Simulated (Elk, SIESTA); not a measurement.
An Elk input for a self-consistent single point of MgCd3 (Imm2, 4 atoms in the cell) (DFT, LDA (PW92), all-electron FP-LAPW, Elk's shipped species files, APW+lo basis with extra local orbitals):

```
tasks
  0

rgkmax
  8.0

gmaxvr
  16.0

nxlo
  2

lorbcnd
  .true.

lmaxi
  2

swidth
  0.00183747

maxscl
  100

avec
   -3.0110593714    9.6128591617    5.0248403469
    3.0110593714   -9.6128591617    5.0248403469
    3.0110593714    9.6128591617   -5.0248403469

sppath
  './'

atoms
  2
  'Mg.in'
  1
  0.6656400000  0.6656400000  0.0000000000    0.0 0.0 0.0
  'Cd.in'
  3
  0.1687500000  0.6687500000  0.5000000000    0.0 0.0 0.0
  0.7481100000  0.9994700000  0.7486400000    0.0 0.0 0.0
  0.2508300000  0.9994700000  0.2513600000    0.0 0.0 0.0

ngridk
  7 7 7
```

**Question.** Translate this input to SIESTA.

**Answer.** This is the input that was run; spellings and numerical settings could be chosen otherwise.

```
# files in the folder: Mg.psml Cd.psml (PseudoDojo LDA standard)
SystemName  MgCd3
SystemLabel mgcd3

NumberOfAtoms                4
NumberOfSpecies              2
%block ChemicalSpeciesLabel
  1 12 Mg
  2 48 Cd
%endblock ChemicalSpeciesLabel
LatticeConstant              5.957007 Ang
%block LatticeVectors
    -0.267480632    0.853936549    0.446370300
     0.267480632   -0.853936549    0.446370300
     0.267480632    0.853936549   -0.446370300
%endblock LatticeVectors
AtomicCoordinatesFormat      ScaledCartesian
%block AtomicCoordinatesAndAtomicSpecies
     0.000000000   -0.000000000    0.594243853  1
     0.267480632    0.000000000    0.150649976  2
     0.267480632    0.424645567    0.445897147  2
     0.267480632   -0.424645567    0.445897147  2
%endblock AtomicCoordinatesAndAtomicSpecies

XC.functional                LDA
XC.authors                   PW92
PAO.BasisSize                DZP
PAO.EnergyShift              0.01 Ry
MeshCutoff                   350 Ry
%block kgrid.MonkhorstPack
    7   0   0  0.0
    0   7   0  0.0
    0   0   7  0.0
%endblock kgrid.MonkhorstPack
OccupationFunction           FD
ElectronicTemperature        50.0 meV

MaxSCFIterations             150
SCF.Mixer.Method             Pulay
SCF.Mixer.Weight             0.1
SCF.Mixer.History            6
SCF.DM.Tolerance             1.0E-05
Diag.ParallelOverK           true
WriteForces                  true
```

Basis settings and potentials, where a program has them, do not carry over. This input uses DFT, LDA PW92, numerical atomic orbitals DZP, PseudoDojo LDA standard norm-conserving potentials (rewritten from UPF to PSML). LDA parametrisations can differ slightly between programs.

The starting cell comes from a database of computed structures (which also holds hypothetical and non-ambient phases and stackings), without a prior relaxation at this level. Its lattice was rescaled by a random factor within 2.5 % of one.
